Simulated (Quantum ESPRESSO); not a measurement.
## Quick settings and what they miss: Cd4Te3Se (Pmm2, 8 atoms in the cell)

Self-consistent single point.

```xyz
8
Lattice="4.5473 0.0000 0.0000 0.0000 9.1046 0.0000 0.0000 0.0000 6.3963" Properties=species:S:1:pos:R:3 pbc="T T T"
Cd     0.0000     0.0000     6.2536
Cd     2.2736     6.9423     3.2558
Cd     2.2736     2.1624     3.2558
Cd     0.0000     4.5523     0.0382
Te     0.0000     6.8893     1.5977
Te     0.0000     2.2153     1.5977
Te     2.2736     4.5523     4.7788
Se     2.2736     0.0000     4.8078
```

Level of theory: LDA (PZ), GBRV 1.5 ultrasoft (LDA) pseudopotentials (plane waves; Quantum ESPRESSO).

Base settings: ecutwfc = 40 Ry; ecutrho = 200 Ry; occupations = fixed; potentials = {Cd: cd_lda_v1.uspp.F.UPF, Te: te_lda_v1.uspp.F.UPF, Se: se_lda_v1.uspp.F.UPF}; K_POINTS = automatic 3 2 3 0 0 0; nbnd = 44; conv_thr = 1e-11 Ry; mixing_beta = 0.7.

Tight run (finer mesh or higher cutoff; not a proven limit): ecutwfc: 40 Ry → 56 Ry; ecutrho: 200 Ry → 280 Ry; conv_thr: 1e-11 Ry → 7.3e-11 Ry; K_POINTS: automatic 3 2 3 0 0 0 → automatic 5 3 5 0 0 0. It gave top of the valence band (on the code's own zero) 4.74 eV; gap on the k-point mesh 0.27 eV; pressure -2.61 GPa; largest force (vector length) 0.036 eV/Å.

Quick runs, as changes from the base:
- A: the base itself
- B: ecutwfc: 40 Ry → 28 Ry; ecutrho: 200 Ry → 224 Ry; occupations: fixed → smearing; nbnd: 44 → default; conv_thr: 1e-11 Ry → 7.3e-06 Ry; pseudopotentials: {Cd: cd_lda_v1.uspp.F.UPF, Te: te_lda_v1.uspp.F.UPF, Se: se_lda_v1.uspp.F.UPF} → {Cd: Cd.pbe-dn-rrkjus_psl.0.3.1.UPF, Te: Te_pbe_v1.uspp.F.UPF, Se: Se_pbe_v1.uspp.F.UPF}; K_POINTS: automatic 3 2 3 0 0 0 → automatic 4 4 4 0 0 0; smearing: default → fermi-dirac; and 2 further keys [PBEsol]
- C: ecutwfc: 40 Ry → 32 Ry; ecutrho: 200 Ry → 160 Ry; K_POINTS: automatic 3 2 3 0 0 0 → automatic 2 2 2 0 0 0
- D: ecutwfc: 40 Ry → 28 Ry; ecutrho: 200 Ry → 140 Ry; occupations: fixed → smearing; nbnd: 44 → default; conv_thr: 1e-11 Ry → 7.3e-05 Ry; K_POINTS: automatic 3 2 3 0 0 0 → automatic 4 4 4 0 0 0; smearing: default → fermi-dirac; degauss: default → 0.036749 Ry

Energies are extrapolated to zero smearing width, which holds to low order in the width alone (under cold and Methfessel-Paxton smearing the free energy itself is taken).

Dashes: energy of B, another energy zero; pressure of B, D, not trusted under this conv_thr with d or f elements; gap of B, D, no gap found.

Gaps are read on each run's own mesh, which may miss the band edges.

† marks runs with another functional, U, potentials or spin treatment: their distance from the tight run is not a convergence error alone.

The count of work is k-points × plane waves × bands × iterations; it is no time. Core times come from one kind of shared machine and are given to one figure; runs under 30 s give none.

The starting cell comes from a database of computed structures (which also holds hypothetical and non-ambient phases and stackings), without a prior relaxation at this level. Its lattice was rescaled by a random factor within 2.5 % of one. Spin-orbit coupling is off.

```csv
run,energy less tight (meV/atom),pressure less tight (GPa),largest miss in a force vector (eV/Å),gap on the mesh less tight (eV),count of work / tight,core time / tight (rough)
A,48.3,0.56,0.019,-0.019,0.29,0.3
B†,–,–,0.065,–,0.28,0.3
C,160.4,0.88,0.129,-0.057,0.19,0.2
D,91.1,–,0.045,–,0.24,0.2
```

Among the runs at the tight run's level, the energy misses run from 48.3 to 160.4 meV/atom.

Left out of this page: 2 runs of the series outside the window shown, repeating another row's setting, or not comparable.
